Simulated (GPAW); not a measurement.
Worked example: self-consistent single point of ScF3 (C2, 4 atoms in the cell) in GPAW.

Method of the run: LDA (Perdew-Wang 92)+U, GPAW PAW datasets LDA (gpaw-data 1.0.1) (plane waves; GPAW).

```xyz
4
Lattice="2.2828 -3.0697 0.0000 2.2828 3.0697 0.0000 -1.6892 0.0000 3.6552" Properties=species:S:1:pos:R:3 pbc="T T T"
Sc     2.2828     3.0013     0.0000
F      1.6710     1.3635     3.1134
F      1.2055     1.3635     0.5418
F      1.4382    -2.6586     1.8276
```

Reference input (self-consistent single point, DFT LDA (Perdew-Wang 92), plane waves, GPAW PAW datasets LDA (gpaw-data 1.0.1)): mode = pw; ecut = 900 eV; xc = LDA; kpts = 8 8 7; mesh shift (steps) = 0 0 0; occupations.name = fixed-uniform; nbands = -6; convergence.density = 1e-05 e/electron; convergence.bands = -4; symmetry.symmorphic = false; symmetry.tolerance = 0.0005; maxiter = 100. This run's input differs from it in these lines:

```diff
@@ -16,2 +16,3 @@
             xc='LDA',
+            setups={'Sc': ':d,6.0'},
             kpts={'size': (8, 8, 7), 'gamma': True},
```

Output (repeated stretches shortened):

```
     iter     time        total  log10-change:
                         energy   eigst   dens
iter:   1 --:--:--   -28.289170   +0.57
iter:   2 --:--:--   -27.659016   -0.27  -1.12
iter:   3 --:--:--   -25.386417   +0.03  -1.16
iter:   4 --:--:--   -25.353091   -0.51  -1.44
iter:   5 --:--:--   -26.088626   -0.29  -1.50
iter:   6 --:--:--   -25.318408   -0.27  -1.47
iter:   7 --:--:--   -25.341107   -0.99  -2.36
iter:   8 --:--:--   -25.335548   -1.76  -2.24
iter:   9 --:--:--   -25.314033   -2.30  -2.17
iter:  10 --:--:--   -25.305796   -2.21  -2.34
iter:  11 --:--:--   -25.306422c  -2.93  -2.75
iter:  12 --:--:--   -25.306807c  -3.93  -2.74
iter:  13 --:--:--   -25.305622c  -3.29  -2.74
iter:  14 --:--:--   -25.305733c  -3.54  -3.18
iter:  15 --:--:--   -25.305800c  -3.99  -3.35
   [... 9 lines left out ...]
iter:  25 --:--:--   -25.305530c  -5.43  -4.30
iter:  26 --:--:--   -25.305530c  -6.03  -4.50
iter:  27 --:--:--   -25.305530c  -6.46  -4.68
iter:  28 --:--:--   -25.305530c  -6.99  -4.95
iter:  29 --:--:--   -25.305530c  -7.50c -4.97
iter:  30 --:--:--   -25.305530c  -8.19c -5.03c
Converged after 30 iterations.

Dipole moment: (0.000000, -0.634997, -0.000000) |e|*Ang

Energy contributions relative to reference atoms: (reference = -28838.504589)

Kinetic:        +29.632978
Potential:      -31.776947
External:        +0.000000
XC:             -23.195927
Entropy (-ST):   +0.000000
Local:           +0.034366
SIC:             +0.000000
--------------------------
Free energy:    -25.305530
Extrapolated:   -25.305530

Showing only first 2 kpts
 Kpt  Band  Eigenvalues  Occupancy
  0    14     -0.13428    2.00000
  0    15      0.15423    2.00000
  0    16      6.19352    0.00000
  0    17      7.73060    0.00000

  1    14     -0.08832    2.00000
  1    15     -0.04632    2.00000
  1    16      6.46418    0.00000
  1    17      7.79447    0.00000

Fermi level: 3.28721

Gap: 5.813 eV
Transition (v -> c):
   [... lines left out ...]
Direct gap: 6.039 eV
   [... lines left out ...]
Energy (eV): -25.30553

Forces in eV/Ang:
  0 Sc    0.00000   -0.59310    0.00000
  1 F    -0.18784    0.23144   -0.24046
  2 F     0.18784    0.23144    0.24046
  3 F     0.00000    0.12973    0.00000

Stress tensor:
    -0.058154     0.000000    -0.023672
     0.000000    -0.024624     0.000000
    -0.023672     0.000000    -0.016234
Stress (GPa, Voigt): [-9.3173 -3.9452 -2.601   0.     -3.7927  0.    ]
```

The run converged in 30 iterations. GPAW prints stress with tension positive. Against the reference run the largest force goes from 0.165 to 0.593 eV/Å and the gap on the mesh goes from 5.229 to 5.813 eV.

At such cutoffs GPAW's stress carries a finite-basis (Pulay) error, which enters relaxed cells too; its log prints stress with tension positive.

The starting cell comes from a database of computed structures (which also holds hypothetical and non-ambient phases and stackings), without a prior relaxation at this level. Its lattice was rescaled by a random factor within 2.5 % of one. Spin polarisation is off. The U value is a test value.

Cost on one core of a shared machine: roughly 3 min.
